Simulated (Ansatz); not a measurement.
Base system: KCl in the rock salt structure (space group Fm-3m, No. 225; a = 6.2427 Å). Axes: x, y, z lie along the cube axes.

All numbers come from plane-wave PAW DFT at the PBEsol level (Ansatz, an electronic-structure program, 420 eV), spin-orbit coupling left out.

For the base:

* **Gap character**: direct at Γ
* **Band gap**: 5.10 eV

Perturbation: the cell is compressed by 2.00 % along z with no lateral relaxation; the atoms relax in the strained cell.

Question: Estimate the effect on the gap character, band gap and energy relative to the base.

Answer: The gap character is still direct at Γ; the band gap increases by 0.052 eV, from 5.10 eV to 5.16 eV; the energy grows by 1.8 meV/atom.

Whether these cells are dynamically stable was not tested. k-point labels follow each cell's own Brillouin zone.
